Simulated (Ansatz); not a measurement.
The (311) surface of fcc Au in its 1x1 cell, outermost plane spacing 1.25 Å in the ideal cut

Method: PBE (plane waves to 420 eV, PAW; Ansatz, an electronic-structure program).

Model: 9-atom slab, 10.0 Å thick at the start (thin: gaps and levels are the slab's own), 13x8x1 mesh, Fermi-Dirac 0.1 eV, dipole correction, all atoms relaxed; held to the part of the start's symmetry that mesh and held atoms allow; no spin, no spin-orbit, no U.

```json
{
  "surface energy (mean of both faces)": "0.88 J/m^2",
  "surface_energy_before_relaxation": "0.95 J/m²",
  "work_function_of_the_top_face": "5.05 eV",
  "energy_released_by_relaxation": "0.12 eV",
  "cost": "around 7 core-minutes (rough)"
}
```
